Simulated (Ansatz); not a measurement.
Take KI in the rock salt structure (space group Fm-3m, No. 225; a = 7.0056 Å) as the base. Axes: x, y, z lie along the cube axes.

Computed with PBEsol (Ansatz, a first-principles code), spin-orbit coupling left out.

Strains are applied to the cell and any free atomic positions relax.

One change was made to it. Results:

| quantity | base | after |
|---|---|---|
| band gap | 3.87 eV | 3.81 eV |
| valence-band top at Γ (three highest levels, from the VBM) | 0.00, 0.00, 0.00 eV | 0.00, -0.06, -0.11 eV |
| energy relative to the base (free energy F) | 0 meV/atom | +0.7 meV/atom |

**Question.** Name the change that was made.
A. tensor shear ε_xy = +2.00 %
B. tensor shear ε_xy = +0.29 %
C. tensor shear ε_xy = +0.57 %

**Answer.** A, tensor shear ε_xy = +2.00 %. For comparison, the band gap in the other runs: tensor shear ε_xy = +0.57 % gives 3.86 eV; tensor shear ε_xy = +0.29 % gives 3.87 eV.

Spin-orbit coupling, missing from the scalar runs, can matter with I. Stability against distortions was not tested.
